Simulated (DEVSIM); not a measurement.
Structure: isotype n-n heterojunction Si/Ge, at 250 K.

```csv
layer (left to right),material,thickness (μm),Nd (cm⁻³),τn (s),τp (s)
1,Si,0.260,1.6e16,2e-7,2e-7
2,Ge,0.120,2.1e17,2e-7,2e-7
```

Left contact: ohmic. Right contact: ohmic. Voltage is applied to the left contact. Recombination: SRH at mid-gap, radiative, Auger. Mobility is constant in doping.

This is a model device: material constants are rounded textbook-type values typed into the input, and sizes, dopings and lifetimes were drawn at random. Values at 300 K; Nc and Nv go as T^1.5, mobilities as T to minus their exponent, the gap by Varshni's rule with the affinity fixed.

| parameter | Si | Ge |
|---|---|---|
| gap (eV) | 1.124 | 0.664 |
| affinity (eV) | 4.05 | 4 |
| permittivity | 11.7 | 16 |
| Nc (cm⁻³) | 2.86e19 | 1.04e19 |
| Nv (cm⁻³) | 3.1e19 | 6e18 |
| μn (cm²/Vs) | 1417 | 3900 |
| μp (cm²/Vs) | 470 | 1900 |
| T exponent of μn | 2.3 | 1.66 |
| T exponent of μp | 2.2 | 2.33 |
| B (cm³/s) | 4.7e-15 | 6.4e-14 |
| Cn (cm⁶/s) | 2.8e-31 | 1e-31 |
| Cp (cm⁶/s) | 9.9e-32 | 1e-31 |
| Varshni α (eV/K) | 0.000473 | 0.000477 |
| Varshni β (K) | 636 | 235 |

Model (solved in DEVSIM): 1D drift-diffusion, Boltzmann statistics, complete ionisation; no tunnelling, impact ionisation, image-force lowering or self-heating. Band offsets follow the typed affinities; no thermionic-emission limit at abrupt steps, no polarisation charge.

Q: Give the dark forward current.

A: 
(V (V), J (A/cm²)): (0.05, 13000); (0.10, 25000); (0.15, 39000); (0.20, 53000); (0.25, 67000); (0.30, 82000); (0.35, 97000); (0.40, 110000)
